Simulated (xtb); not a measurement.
xtb 6.7.1, GFN1-xTB: Cc1sc(S(=O)(=O)c2cccc(C(F)(F)F)c2)c2c1OCCO2, 34 atoms. The geometry is a generated start, not checked to be a minimum at this level.

| Item | Value |
|---|---|
| method | GFN1-xTB |
| --acc | 1 (default) |
| --etemp (K) | 300 (default) |
| detailed input (--input) | none: ANC optimiser, Lindh (1995) Hessian, microcycle=20, maxdispl=1.0, hlow=0.01 (default) |
| basis functions | 126 |
| valence electrons | 124 |

The structure is relaxed from this start with --opt LEVEL for the levels crude, sloppy, loose, lax, normal, tight, vtight, extreme, once each. Up to the end of the extreme run atoms move by at most 0.77 Å along an axis.

Task: Which level is enough to come within 1 meV of the tightest end point?

Result: tight: 37 cycles against 68, ending 0.44 meV above.

| level | cycles | energy above the extreme run (meV) | gradient norm (eV/Å) |
|---|---|---|---|
| crude | 4 | 29 | 0.31 |
| sloppy | 6 | 21 | 0.22 |
| loose | 13 | 6.9 | 0.098 |
| lax | 15 | 5.9 | 0.061 |
| normal | 25 | 3.2 | 0.018 |
| tight | 37 | 0.44 | 0.020 |
| vtight | 68 | under 0.01 | 0.0018 |
| extreme | 68 | — | 0.0018 |
